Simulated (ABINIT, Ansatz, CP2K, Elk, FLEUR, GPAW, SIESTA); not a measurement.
Code comparison for MgS (F-43m, 2 atoms in the cell)

Self-consistent single point.

```xyz
2
Lattice="0.0000 2.8331 2.8331 2.8331 0.0000 2.8331 2.8331 2.8331 0.0000" Properties=species:S:1:pos:R:3 pbc="T T T"
Mg     0.0000     0.0000     0.0000
S      4.2497     4.2497     4.2497
```

Shared settings, as Ansatz (a program for electronic structure) writes them: kpoints.mp_grid.grid = 10 10 10; scf.occupations.method = fixed. Potentials and cutoffs stand in the table.

```json
[
 {"code": "CP2K", "model": "LDA (Pade form), GPW, DZVP-MOLOPT-SR-GTH basis, GTH-PADE potentials (GTH_POTENTIALS)", "pressure (GPa)": "-0.77", "gap on the mesh (eV)": "2.998", "cutoff": "grid 1000 Ry"},
 {"code": "FLEUR", "model": "LDA (Perdew-Zunger), all-electron FLAPW (FLEUR), scalar-relativistic valence", "pressure (GPa)": "–", "gap on the mesh (eV)": "3.194", "cutoff": "Kmax 3.6 1/bohr"},
 {"code": "SIESTA", "model": "LDA PW92, numerical atomic orbitals TZP, PseudoDojo LDA standard norm-conserving potentials (rewritten from UPF to PSML)", "pressure (GPa)": "-0.63", "gap on the mesh (eV)": "3.229", "cutoff": "grid 400 Ry"},
 {"code": "GPAW", "model": "LDA (Perdew-Wang 92), GPAW PAW datasets LDA (gpaw-data 1.0.1)", "pressure (GPa)": "-2.21", "gap on the mesh (eV)": "3.171", "cutoff": "850 eV"},
 {"code": "Elk", "model": "LDA (PW92), all-electron FP-LAPW, Elk's shipped species files, LAPW+lo basis", "pressure (GPa)": "–", "gap on the mesh (eV)": "3.168", "cutoff": "rgkmax 7.5"},
 {"code": "Ansatz", "model": "LDA (PW92), PAW files made with PBE", "pressure (GPa)": "-2.21", "gap on the mesh (eV)": "3.173", "cutoff": "default"},
 {"code": "ABINIT", "model": "LDA (PW92), norm-conserving pseudopotentials (PseudoDojo nc-sr-04 LDA standard)", "pressure (GPa)": "-2.14", "gap on the mesh (eV)": "3.166", "cutoff": "1143 eV"}
]
```

A dash marks a value that a program does not give, or that is left out as unsure.

Gaps are read on the mesh.

The spread over the programs that give each value: pressure within 1.58 GPa; gap on the mesh within 0.231 eV.

CP2K and SIESTA use small atom-centred bases, whose incompleteness enters pressures, forces and empty levels differently from a plane-wave cutoff. FLEUR and Elk treat all electrons, but the usual bases taken here (sphere radii, linearisation, local orbitals, empty states) were not tested for convergence, so the values are no reference for the others. Ansatz's pressure is given at a fixed set of plane waves, as the other plane-wave codes print theirs. In the pressure, CP2K (by 1.44) and SIESTA (by 1.58) lie more than 1 GPa from the median of the plane-wave programs. In the gap, CP2K (by 0.173) lies more than 0.12 eV from the median of the plane-wave programs.

The starting cell comes from a database of computed structures (which also holds hypothetical and non-ambient phases and stackings), without a prior relaxation at this level.

Keys are those of Ansatz 0.2.
